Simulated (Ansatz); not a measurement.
Worked sum: energy of one form of SnWO4 over another

Subject: the energy of one form of SnWO4 over another. The value is E(A) − E(B), in meV per atom.

A: SnWO4 (P2₁3), 24 atoms in the cell; this is a cell whose start was taken from, or built on, an entry of a structure database, and that this text hasn't matched to a measured one; spin state with PBE: run without spin.
```xyz
24
Lattice="7.6440 0.0000 0.0000 0.0000 7.6440 0.0000 0.0000 0.0000 7.6440" Properties=species:S:1:pos:R:3 pbc="T T T"
Sn     6.2946     6.2946     6.2946
Sn     5.1713     1.3493     2.4726
Sn     2.4726     5.1713     1.3493
Sn     1.3493     2.4726     5.1713
W      1.2892     1.2892     1.2892
W      2.5328     6.3548     5.1112
W      5.1112     2.5328     6.3548
W      6.3548     5.1112     2.5328
O      4.9498     1.7553     0.3228
O      6.5161     5.8887     4.1448
O      1.1278     2.0667     7.3212
O      2.6942     5.5773     3.4992
O      0.3228     4.9498     1.7553
O      4.1448     6.5161     5.8887
O      7.3212     1.1278     2.0667
O      3.4992     2.6942     5.5773
O      1.7553     0.3228     4.9498
O      5.8887     4.1448     6.5161
O      2.0667     7.3212     1.1278
O      5.5773     3.4992     2.6942
O      2.3102     2.3102     2.3102
O      1.5118     5.3337     6.1322
O      6.1322     1.5118     5.3337
O      5.3337     6.1322     1.5118
```

B: SnWO4 (Pnna), 24 atoms in the cell; spin state with PBE: run without spin.
```
SnWO4
1.0
    0.00000     0.00000     5.09412
    5.72830     0.00000     0.00000
    0.00000    11.82362     0.00000
Sn W O
4 4 16
Direct
  0.21037   0.25000   0.50000
  0.78963   0.75000   0.50000
  0.28963   0.25000   0.00000
  0.71037   0.75000   0.00000
  0.25000   0.66270   0.75000
  0.75000   0.33730   0.25000
  0.25000   0.83730   0.25000
  0.75000   0.16270   0.75000
  0.10519   0.59523   0.60547
  0.89481   0.40477   0.39453
  0.10519   0.90477   0.39453
  0.89481   0.09523   0.60547
  0.39481   0.59523   0.89453
  0.60519   0.40477   0.10547
  0.39481   0.90477   0.10547
  0.60519   0.09523   0.89453
  0.99737   0.36652   0.79596
  0.00263   0.63348   0.20404
  0.99737   0.13348   0.20404
  0.00263   0.86652   0.79596
  0.50263   0.36652   0.70404
  0.49737   0.63348   0.29596
  0.50263   0.13348   0.29596
  0.49737   0.86652   0.70404
```

Method: Ansatz (a first-principles code), PAW, neutral cells at 0 K with nuclei at rest, on structures from PBE. Ansatz runs with its PAW set soft_1. Other levels take these structures. The lattices are those relaxed with PBE, so at other levels the solids can be strained. Larger cells are relaxed from a start prepared with the learned potential CHGNet, on a coarser mesh till forces fall under 0.03 eV/Å, which some starts already meet. A dispersion term (D3(BJ), or D4 for r2SCAN) was computed beside these levels and is taken off wherever the name lacks it. Space groups of crystals are read within 0.01 Å. The runs are scalar-relativistic, without spin-orbit coupling. No Hubbard U is applied.

Total energies of the cells in eV, at zero smearing width. They compare only within one column; the weights balance every element.

```
cell             atoms  weight        r2SCAN
---------------  -----  ------  ------------
A: SnWO4 (P2₁3)     24      +1  -74851.21482
B: SnWO4 (Pnna)     24      −1  -74851.97115
```

r2SCAN: (-74851.21482) − (-74851.97115) = 0.756 eV; dividing by 24 atoms gives 32 meV/atom.

What follows from the r2SCAN value: Against the thermal energy at 300 K, k_BT = 25.9 meV, the difference of 31.5 meV per atom is 1.2 k_BT. To turn the order at 1000 K, where k_BT = 86.2 meV, the higher one would need 0.37 k_B per atom more entropy.
